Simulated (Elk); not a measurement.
Band structure of Zr3Sn (Pm-3n, 8 atoms in the cell).

```
CELL_PARAMETERS angstrom
      5.57671     0.00000     0.00000
      0.00000     5.57671     0.00000
      0.00000     0.00000     5.57671
ATOMIC_POSITIONS crystal
  Zr 0.50000 0.25000 0.00000
  Zr 0.50000 0.75000 0.00000
  Zr 0.25000 0.00000 0.50000
  Zr 0.75000 0.00000 0.50000
  Zr 0.00000 0.50000 0.25000
  Zr 0.00000 0.50000 0.75000
  Sn 0.50000 0.50000 0.50000
  Sn 0.00000 0.00000 0.00000
```

Computed with LDA (PW92), all-electron FP-LAPW, Elk's shipped species files, APW+lo basis with extra local orbitals in Elk.

Settings: rgkmax = 8; swidth = 0.00367493 Ha; ngridk = 5 5 5; gmaxvr = 14 1/bohr; nxlo = 2; lorbcnd = true; rmtscf = 0.95; lmaxi = 3; maxscl = 100.

The starting cell comes from a database of computed structures (which also holds hypothetical and non-ambient phases and stackings), without a prior relaxation at this level. Its lattice was rescaled by a random factor within 2.5 % of one. Values depend on the basis (sphere radii, cutoffs, local orbitals), which need not be converged.

Levels in eV from the Fermi level, bands 54 to 61:
```json
[
 {"point": "Γ", "54": "-1.43", "55": "-0.74", "56": "-0.07", "57": "-0.07", "58": "-0.07", "59": "0.51", "60": "0.51", "61": "1.45"},
 {"point": "X", "54": "-0.64", "55": "-0.47", "56": "-0.47", "57": "-0.30", "58": "-0.30", "59": "0.07", "60": "0.07", "61": "2.10"},
 {"point": "M", "54": "-0.31", "55": "0.32", "56": "0.59", "57": "0.59", "58": "0.76", "59": "0.76", "60": "1.12", "61": "1.19"},
 {"point": "R", "54": "-0.87", "55": "0.60", "56": "0.60", "57": "0.60", "58": "0.60", "59": "0.67", "60": "0.67", "61": "0.67"}
]
```

Bands cross the Fermi level along this path, so the cell is metallic at this level.
